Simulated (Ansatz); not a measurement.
# SiGe (model structure, Pmma, No. 51, 4 atoms in the cell): properties by level of theory

```csv
level (code),cohesive energy (eV/atom),band gap (eV)
PBE (Ansatz),?,0.26
PBEsol (Ansatz),4.53,0.28
PBE-D3(BJ) (Ansatz),4.43,0.35
r²SCAN (Ansatz),4.26,0.59
```

Problem. What belongs in the gaps?

Solution. 
- PBE (Ansatz, an electronic-structure program), cohesive energy (eV/atom): 4.13

Computed values are for a static lattice. Levels without +SOC have no spin–orbit coupling; where heavier elements are present it shifts gaps, mostly down, and can invert bands.  Each level is taken at its own relaxed cell. Cutoffs differ between the levels. Ansatz's density-functional and Hartree–Fock values are scalar-relativistic unless marked +SOC, with PAW data made under PBE.

Ansatz's density-functional and Hartree–Fock values are scalar-relativistic unless marked +SOC, with PAW data made under PBE.

Unless a cell is named, each level is at its own relaxed cell (PBE 21.97, PBEsol 21.29, PBE-D3(BJ) 21.35, r²SCAN 21.36 Å³/atom).

Static lattice: no zero-point or thermal effects.

A model structure was made by putting elements into a prototype or built by hand; it is no filed structure, need not be a known phase, and can be a saddle point held by its symmetry.
